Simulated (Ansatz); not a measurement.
TiC: strain along the normal

TiC (rock salt, Fm-3m, 9.892 Å³/atom at rest) under an equal strain ε in the (001) plane with the normal axis free, as in a coherent film. PBEsol in Ansatz, a plane-wave DFT program (PAW, default set), 420 eV, 23×23×23 Γ-centred mesh, Fermi-Dirac smearing 0.10 eV; ions are relaxed within the symmetry of each cell.

Here s stands for strain and y for normal strain.

| strain (%) | normal strain (%) |
|---|---|
| -3.00 | ? |
| -1.50 | 0.69 |
| -1.00 | 0.46 |
| -0.50 | 0.23 |
| 0.00 | 0.00 |
| 0.50 | -0.22 |
| 1.00 | -0.44 |
| 1.50 | -0.64 |

The 7 complete rows are fitted with a straight line, y against s. Means: s 0, y 0.011. About the means, the sum of products is -3.1200 and the sum of squares of s is 7.0000; the slope is their ratio. Least squares gives y = 0.011 - 0.4457·s. Residuals (row less fit): 0.010, 0.003, -0.004, -0.011, -0.008, -0.005, 0.018; standard error 0.011 (degrees of freedom: 5). The slope, -0.45 ± 0.00, is the elastic response of the normal axis, −2C12/C11 for this plane.

**Question.** Estimate the missing y (s = -3.00); what did the run itself give?

**Answer.** y = 0.011 - 0.4457 × (-3.0) = 1.348%. The calculation gives 1.42%, 0.072% above the prediction (3.5 % of the range of y in the table). The row lies outside the fitted rows, so this is an extrapolation. From the scatter of the fitted rows alone, a prediction at this place has a standard error of 0.018%, so the miss is 4.0 times that.

One order more, fitted to all 13 runs of the series, follows each within 0.01, so the miss is the next term of a smooth law. In a metal these values are sensitive to mesh and smearing; energies are taken to zero smearing, stresses follow the free energy. Rows are the converged runs of the series near zero and its far end; series whose fitted rows scatter by over a few per cent of the range, as at a crossing or softening among them, aren't shown in this form. Most that stay on the fit to the last digits aren't either.
